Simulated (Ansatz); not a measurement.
**A computed series for Ag: response to strain**

Take Ag in the fcc (Cu type) structure (space group Fm-3m, No. 225; a = 4.1043 Å; relaxed with 0.1 eV smearing) as the base.

Strains are applied to the cell and any free atomic positions relax.

The values are results of r2SCAN/PAW in Ansatz (an electronic-structure program), scalar-relativistic without spin-orbit coupling, not measurements.

Notes on the quantities. energy relative to the base: free energy F.

```
change                    energy relative to the base  pressure  volume per atom
------------------------  ---------------------------  --------  ---------------
base                                       0 meV/atom   0.0 GPa         17.28 Å³
isotropic strain −3.00 %                 +52 meV/atom  12.2 GPa         15.77 Å³
isotropic strain −2.50 %                 +35 meV/atom   9.7 GPa         16.02 Å³
isotropic strain −2.00 %                 +22 meV/atom   7.4 GPa         16.27 Å³
isotropic strain −1.50 %                 +12 meV/atom   5.3 GPa         16.52 Å³
isotropic strain −1.00 %                +5.2 meV/atom   3.4 GPa         16.77 Å³
isotropic strain −0.50 %                +1.3 meV/atom   1.6 GPa         17.03 Å³
```

No phonon test of stability was made.
